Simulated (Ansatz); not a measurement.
Base system: SiC (space group P6_3mc, No. 186).

```yaml
crystal:
  lattice:
    - [3.07761, 0.00000, 0.00000]
    - [-1.53880, 2.66529, 0.00000]
    - [0.00000, 0.00000, 10.07629]
  atoms:
    - { symbol: Si, position: [0.00000, 0.00000, 0.00030] }
    - { symbol: Si, position: [0.00000, 0.00000, 0.50030] }
    - { symbol: Si, position: [0.66667, 0.33333, 0.75025] }
    - { symbol: Si, position: [0.33333, 0.66667, 0.25025] }
    - { symbol: C, position: [0.00000, 0.00000, 0.81287] }
    - { symbol: C, position: [0.00000, 0.00000, 0.31287] }
    - { symbol: C, position: [0.66667, 0.33333, 0.56221] }
    - { symbol: C, position: [0.33333, 0.66667, 0.06221] }
```

Cartesian axes are those of the cell as printed.

All numbers come from r2SCAN (Ansatz, an electronic-structure program; PAW; 500 eV plane waves; scalar-relativistic without spin-orbit coupling).

Strains are applied to the cell and any free atomic positions relax; under biaxial strain the out-of-plane vector relaxes too.

One change was made to it. Results:

The smallest direct gap shrinks by 0.08 eV, from 3.78 eV to 3.70 eV; the valence-band top at Γ (three highest levels, from the VBM) goes from 0.00, 0.00, -0.05 eV to 0.00, -0.14, -0.31 eV; the band gap shrinks by 0.19 eV (2.60 eV → 2.41 eV); the pressure (mean of the normal stresses, compression positive) goes from zero to 0.07 GPa.

Problem. Which of these changes matches the shifts?
A) biaxial strain −1.66 %, plane normal [001], relaxed out of plane
B) strain tensor (xx, yy, zz, yz, xz, xy) = (+0.37, −0.58, +1.66, −0.30, −2.12, +1.21) %
C) tensor shear ε_xz = +1.93 %
D) uniaxial strain ε_zz = −1.73 %
E) biaxial strain −1.54 %, plane normal [001], relaxed out of plane

Solution. C, tensor shear ε_xz = +1.93 %. For comparison, the band gap in the other runs: biaxial strain −1.66 %, plane normal [001], relaxed out of plane gives 2.47 eV; uniaxial strain ε_zz = −1.73 % gives 2.59 eV; strain tensor (xx, yy, zz, yz, xz, xy) = (+0.37, −0.58, +1.66, −0.30, −2.12, +1.21) % gives 2.24 eV; biaxial strain −1.54 %, plane normal [001], relaxed out of plane gives 2.48 eV.

Whether these cells are dynamically stable was not tested.
